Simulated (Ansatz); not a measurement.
Start from BaTiO$_{3}$ in the cubic perovskite structure (space group Pm-3m, No. 221; a = 3.970 Å).

One thing is altered: a negative pressure, −2 GPa.

Levels (all Ansatz, a program for electronic structure, PAW): PBEsol (420 eV, spin-orbit coupling left out); PBEsol+SOC (420 eV, spin-orbit coupling included).

The geometry is relaxed with PBEsol.

- PBEsol band gap = 1.79 eV
- PBEsol smallest direct gap = 1.88 eV

### Question
What does PBEsol+SOC give at this geometry for the electron mass, band gap and smallest direct gap?

### Answer
The electron mass (degenerate bands, along [100]) comes out as 0.39, 1.1 mₑ (at Γ); the band gap shrinks by 0.016 eV (1.79 eV → 1.78 eV); the smallest direct gap falls by 0.06 eV, from 1.88 eV to 1.82 eV.

Single points use the geometry relaxed with PBEsol. The spin-orbit shifts are approximate. Load acts through the strain it causes; cell and atoms are relaxed under it. Masses are band curvatures over ±0.01 Å⁻¹ around the edge. Whether these cells are dynamically stable was not tested. The runs without spin-orbit coupling are not spin-polarised. Many cubic perovskites are stable only at high temperature; tilts and polar distortions were not tested. This is not the structure that BaTiO3 has at room temperature and ambient pressure.
